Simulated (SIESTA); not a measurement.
SIESTA run on NaCu3O4 (Cm, 8 atoms in the cell): self-consistent single point.

Method: GGA PBEsol, numerical atomic orbitals DZP, PseudoDojo PBEsol standard norm-conserving potentials (rewritten from UPF to PSML) (SIESTA).

```
NaCu3O4
1.0
    5.36810    -2.70287     0.00000
    5.36810     2.70287     0.00000
   -0.00418     0.00000     3.47984
Na Cu O
1 3 4
Cartesian
  0.07058   0.00000   1.75620
  8.17207   0.00000   0.00425
  2.63055   0.00000   0.03027
  5.39155   0.00000   3.44900
  4.00027   1.31159   0.02906
  4.00027  -1.31159   0.02906
  6.79700   1.30732   3.47079
  6.79700  -1.30732   3.47079
```

Reference input (self-consistent single point, DFT, LDA PW92, numerical atomic orbitals DZP, PseudoDojo LDA standard norm-conserving potentials (rewritten from UPF to PSML)): XC.functional = LDA; XC.authors = PW92; potentials = PseudoDojo LDA standard; PAO.BasisSize = DZP; PAO.EnergyShift = 0.01 Ry; MeshCutoff = 350 Ry; kgrid.MonkhorstPack = 4 4 6; OccupationFunction = MP; OccupationMPOrder = 0; ElectronicTemperature = 136 meV; MaxSCFIterations = 150; SCF.Mixer.Method = Pulay. This run's input differs from it in these lines:

```diff
@@ -1,2 +1,2 @@
-# files in the folder: Na.psml Cu.psml O.psml (PseudoDojo LDA standard)
+# files in the folder: Na.psml Cu.psml O.psml (PseudoDojo PBEsol standard)
 SystemName  NaCu3O4
@@ -29,4 +29,4 @@
 
-XC.functional                LDA
-XC.authors                   PW92
+XC.functional                GGA
+XC.authors                   PBEsol
 PAO.BasisSize                DZP
```

Log, with long lists cut:

```
        iscf     Eharris(eV)        E_KS(eV)     FreeEng(eV)     dDmax    Ef(eV) dHmax(eV)
   scf:    1   -17724.750058   -18247.508958   -18247.571922  3.177457  2.437774 63.604161
   scf:    2   -18519.253342   -18491.431477   -18491.455269  3.250808 -4.463907  5.966804
   scf:    3   -18492.060553   -18492.363736   -18492.389704  0.147781 -4.293460  2.804512
   scf:    4   -18492.541900   -18492.581829   -18492.608010  0.076964 -4.305754  2.341977
   scf:    5   -18492.644700   -18492.629477   -18492.657614  0.028871 -4.318089  1.397758
   [... 4 lines left out ...]
   scf:   10   -18492.652595   -18492.652753   -18492.691012  0.001571 -4.380222  0.036589
   scf:   11   -18492.652905   -18492.652849   -18492.691048  0.001313 -4.380305  0.009896
   scf:   12   -18492.652885   -18492.652868   -18492.691050  0.000206 -4.380680  0.001500
   scf:   13   -18492.652880   -18492.652874   -18492.691050  0.000086 -4.380960  0.000914
SCF Convergence by DM+H criterion
max |DM_out - DM_in|         :     0.0000855616
max |H_out - H_in|      (eV) :     0.0009143350
SCF cycle converged after 13 iterations

Using DM_out to compute the final energy and forces

siesta: E_KS(eV) =           -18492.6529

siesta: E_KS - E_eggbox =    -18492.6529

siesta: Atomic forces (eV/Ang):
     1   -0.054130   -0.000000   -0.039823
     2   -0.530935    0.000000   -0.101483
     3    0.566699    0.000000   -0.022453
     4    0.045120    0.000000    0.052503
     5    0.220441   -0.541733    0.054881
     6    0.220441    0.541733    0.054881
     7   -0.224268   -0.482752   -0.005272
     8   -0.224268    0.482752   -0.005272
   Tot    0.019098    0.000000   -0.012037
   Max    0.566699
   Res    0.279885    sqrt( Sum f_i^2 / 3N )
   Max    0.566699    constrained

   [... lines left out ...]
siesta: FreeEng =    -18492.691050
siesta: Cell volume =        100.979701 Ang**3
siesta:         -29.50078290          5.25890175  kBar
   [... lines left out ...]

mulliken: Qtot =       90.000

Mulliken Atomic Populations:
Atom #   charge [q] valence [e]  Species
     1     0.080524    8.919476  Na
     2     0.740473   18.259527  Cu
     3     0.735003   18.264997  Cu
     4     0.640984   18.359016  Cu
     5    -0.547205    6.547205  O
     6    -0.547205    6.547205  O
     7    -0.551287    6.551287  O
     8    -0.551287    6.551287  O
 Total     0.000000
```

The run converged in 13 iterations. Against the reference run the pressure goes from -7.79 to -2.95 GPa and the largest force goes from 0.641 to 0.587 eV/Å.

The starting cell comes from a database of computed structures (which also holds hypothetical and non-ambient phases and stackings), without a prior relaxation at this level. Its lattice was rescaled by a random factor within 2.5 % of one. Spin polarisation is off, so a magnetic state, if there is one, cannot be reached. Values carry the incompleteness of an atom-centred basis. The run gives no clean gap (levels at the Fermi energy touch, overlap or are partly filled at this smearing), which alone does not show that the compound is a metal.
